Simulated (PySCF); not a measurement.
PySCF 2.14.0, PBE0/def2-tzvp, df: Zr(I)(OH)3 ([OH][Zr]([OH])([OH])[I]), 8 atoms. The geometry is a generated start, not checked to be a minimum at this level.

```yaml
task: energy and gradient
method: pbe0
basis: def2-tzvp
two_electron_scheme: density fitting
mol.max_memory: 7000 MB
mf.init_guess: minao (default)
mf.DIIS: CDIIS (default)
mf.diis_space: 8 (default)
mf.conv_tol: 1e-09 (default)
effective_core_potentials: those of the basis set, past Kr
basis functions (reference run): 201
grid points (reference run): 695072
```

```xyz
8

Zr     0.2127     0.3272    -0.2590
I      1.4044     2.1915    -1.9210
O      1.5155    -0.5378     0.7659
H      1.5223    -1.3385     1.3005
O     -0.6994    -0.9710    -1.2457
H     -1.2900    -1.7036    -1.0510
O     -1.0175     1.1641     0.8716
H     -1.6481     0.8682     1.5388
```

Yardstick: the run with mf.grids.level = 8, mf.grids.prune = nwchem_prune (default), which is not proven converged either. Single runs; times are not shown.

Settings tried, all else as in the reference:
- mf.grids.level = 3 (default), mf.grids.atom_grid = 50×194
- mf.grids.level = 3 (default), mf.grids.atom_grid = 75×302
- mf.grids.level = 1
- mf.grids.level = 0
- mf.grids.level = 3 (default), mf.grids.atom_grid = 99×590
- mf.grids.level = 3 (default), no pruning
- mf.grids.level = 2
- mf.grids.level = 3 (default), mf.grids.atom_grid = 35×110
- mf.grids.level = 6
- mf.grids.level = 3 (default)
- mf.grids.level = 5
- mf.grids.level = 3 (default), mf.grids.prune = treutler_prune
- mf.grids.level = 4

### Question
Which of these stay within 0.10 meV/atom in energy, 1.0 meV/Å in forces (largest component) of the reference run?

### Answer
Within it: mf.grids.level = 6. At the edge (between 0.75 and 1.33 times the tolerance): mf.grids.level = 5. Outside: mf.grids.level = 4; mf.grids.level = 3 (default), mf.grids.atom_grid = 99×590; mf.grids.level = 3 (default), no pruning; mf.grids.level = 3 (default); mf.grids.level = 3 (default), mf.grids.prune = treutler_prune; mf.grids.level = 3 (default), mf.grids.atom_grid = 50×194; mf.grids.level = 1; mf.grids.level = 2; mf.grids.level = 3 (default), mf.grids.atom_grid = 75×302; mf.grids.level = 3 (default), mf.grids.atom_grid = 35×110; mf.grids.level = 0.

```json
[
 {"setting": "the reference", "grid points": "695072", "energy against the reference": "—", "difference in forces (largest component)": "—"},
 {"setting": "mf.grids.level = 6", "grid points": "426408", "energy against the reference": "+0.0010 meV/atom", "difference in forces (largest component)": "0.27 meV/Å"},
 {"setting": "mf.grids.level = 5", "grid points": "294784", "energy against the reference": "under 0.001 meV/atom", "difference in forces (largest component)": "0.94 meV/Å"},
 {"setting": "mf.grids.level = 4", "grid points": "196352", "energy against the reference": "−0.0027 meV/atom", "difference in forces (largest component)": "3.0 meV/Å"},
 {"setting": "mf.grids.level = 3 (default), mf.grids.atom_grid = 99×590", "grid points": "251304", "energy against the reference": "−0.0013 meV/atom", "difference in forces (largest component)": "3.0 meV/Å"},
 {"setting": "mf.grids.level = 3 (default), no pruning", "grid points": "195712", "energy against the reference": "−0.010 meV/atom", "difference in forces (largest component)": "6.7 meV/Å"},
 {"setting": "mf.grids.level = 3 (default)", "grid points": "116024", "energy against the reference": "−0.011 meV/atom", "difference in forces (largest component)": "6.7 meV/Å"},
 {"setting": "mf.grids.level = 3 (default), mf.grids.prune = treutler_prune", "grid points": "106088", "energy against the reference": "−0.015 meV/atom", "difference in forces (largest component)": "6.7 meV/Å"},
 {"setting": "mf.grids.level = 3 (default), mf.grids.atom_grid = 50×194", "grid points": "51792", "energy against the reference": "+0.013 meV/atom", "difference in forces (largest component)": "8.1 meV/Å"},
 {"setting": "mf.grids.level = 1", "grid points": "39192", "energy against the reference": "−0.074 meV/atom", "difference in forces (largest component)": "12 meV/Å"},
 {"setting": "mf.grids.level = 2", "grid points": "78192", "energy against the reference": "−0.015 meV/atom", "difference in forces (largest component)": "13 meV/Å"},
 {"setting": "mf.grids.level = 3 (default), mf.grids.atom_grid = 75×302", "grid points": "113344", "energy against the reference": "−0.014 meV/atom", "difference in forces (largest component)": "13 meV/Å"},
 {"setting": "mf.grids.level = 3 (default), mf.grids.atom_grid = 35×110", "grid points": "22904", "energy against the reference": "+2.5 meV/atom", "difference in forces (largest component)": "180 meV/Å"},
 {"setting": "mf.grids.level = 0", "grid points": "10792", "energy against the reference": "+0.59 meV/atom", "difference in forces (largest component)": "180 meV/Å"}
]
```

Total energies are compared; such shifts often cancel in part in energy differences. The gradients leave out the derivatives of the grid weights. No test of the SCF solution's stability was run. The tolerance is a choice made for this comparison.
